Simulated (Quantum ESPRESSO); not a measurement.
Worked example: self-consistent single point of Ca3ZnSe4 (P-43m, 8 atoms in the cell) in Quantum ESPRESSO.

Method of the run: LDA (PW92), PseudoDojo standard norm-conserving (LDA) pseudopotentials (plane waves; Quantum ESPRESSO).

The change in words: lattice scaled by 0.98. Reference geometry:
```xyz
8
Lattice="6.3321 0.0000 0.0000 0.0000 6.3321 0.0000 0.0000 0.0000 6.3321" Properties=species:S:1:pos:R:3 pbc="T T T"
Ca     0.0000     3.1660     3.1660
Ca     3.1660     0.0000     3.1660
Ca     3.1660     3.1660     0.0000
Zn     0.0000     0.0000     0.0000
Se     4.8751     4.8751     1.4569
Se     4.8751     1.4569     4.8751
Se     1.4569     1.4569     1.4569
Se     1.4569     4.8751     4.8751
```

Reference input (self-consistent single point, DFT, LDA (PW92), plane waves, PseudoDojo standard norm-conserving (LDA) pseudopotentials): ecutwfc = 90 Ry; occupations = fixed; potentials = {Ca: Ca.upf, Zn: Zn.upf, Se: Se.upf}; K_POINTS = automatic 3 3 3 0 0 0; nbnd = 61; conv_thr = 1e-10 Ry. This run's input differs from it in these lines:

```diff
@@ -24,5 +24,5 @@
 CELL_PARAMETERS angstrom
-   6.3320520000     0.0000000000     0.0000000000
-   0.0000000000     6.3320520000     0.0000000000
-   0.0000000000     0.0000000000     6.3320520000
+   6.2054110000     0.0000000000     0.0000000000
+   0.0000000000     6.2054110000     0.0000000000
+   0.0000000000     0.0000000000     6.2054110000
 ATOMIC_POSITIONS alat
```

Output (repeated stretches shortened):

```
     Self-consistent Calculation

     iteration #  1     ecut=    90.00 Ry     beta= 0.70

     Threshold (ethr) on eigenvalues was too large:
     Diagonalizing with lowered threshold

     total energy              =   -1620.02962358 Ry
     estimated scf accuracy    <       0.45277037 Ry

     iteration #  2     ecut=    90.00 Ry     beta= 0.70

     total energy              =   -1620.11853572 Ry
     estimated scf accuracy    <       0.20743062 Ry

     iteration #  3     ecut=    90.00 Ry     beta= 0.70

     total energy              =   -1620.17112595 Ry
     estimated scf accuracy    <       0.02099446 Ry

   [... 6 blocks of this kind left out ...]

     iteration # 10     ecut=    90.00 Ry     beta= 0.70

     total energy              =   -1620.17707615 Ry
     estimated scf accuracy    <          1.7E-10 Ry

     iteration # 11     ecut=    90.00 Ry     beta= 0.70
     End of self-consistent calculation

     highest occupied, lowest unoccupied level (ev):     4.6543    6.6326

!    total energy              =   -1620.17707615 Ry
     estimated scf accuracy    <          5.9E-12 Ry

     convergence has been achieved in  11 iterations

     Forces acting on atoms (cartesian axes, Ry/au):

     atom    1 type  1   force =     0.00000000    0.00000000    0.00000000
     atom    2 type  1   force =     0.00000000    0.00000000    0.00000000
     atom    3 type  1   force =     0.00000000    0.00000000    0.00000000
     atom    4 type  2   force =     0.00000000    0.00000000    0.00000000
     atom    5 type  3   force =     0.00365880    0.00365880   -0.00365880
     atom    6 type  3   force =     0.00365880   -0.00365880    0.00365880
   [... lines left out ...]

     Total force =     0.012674     Total SCF correction =     0.000004

          total   stress  (Ry/bohr**3)                   (kbar)     P=       -0.56
  -0.00000379   0.00000000   0.00000000           -0.56        0.00        0.00
   0.00000000  -0.00000379   0.00000000            0.00       -0.56        0.00
   0.00000000   0.00000000  -0.00000379            0.00        0.00       -0.56

   JOB DONE.
```

The run converged in 11 iterations. Against the reference run the free energy drops by 14.9 meV/atom, the pressure goes from -2.39 to -0.06 GPa, the largest force goes from 0.142 to 0.163 eV/Å and the gap on the mesh goes from 1.883 to 1.978 eV.

The starting cell comes from a database of computed structures (which also holds hypothetical and non-ambient phases and stackings), without a prior relaxation at this level. Its lattice was rescaled by a random factor within 2.5 % of one. For this run, on top of that: lattice scaled by 0.98.

Cost on one core of a shared machine: roughly 2 min.
